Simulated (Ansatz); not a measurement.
OH on the 1x1 (111) surface of fcc Ni, ferromagnetic, one in a 2x2 cell, energies for each (21.5 Å²). Energies are against H2O(g) − ½ H2(g), without zero-point or thermal terms; each row is named by its start.

All values below come from PBE (plane waves to 420 eV, PAW; Ansatz, a program for electronic structure).

**Question.** Which site binds most strongly?
A. bridge Ni-Ni (span 2.5 Å)
B. hollow Ni-Ni-Ni over Ni at depth 4.0 Å
C. hollow Ni-Ni-Ni over Ni at depth 2.0 Å

**Answer.** B, hollow Ni-Ni-Ni over Ni at depth 4.0 Å. Adsorption energies: hollow Ni-Ni-Ni over Ni at depth 4.0 Å -0.04 eV; hollow Ni-Ni-Ni over Ni at depth 2.0 Å 0.08 eV; bridge Ni-Ni (span 2.5 Å) 0.08 eV.
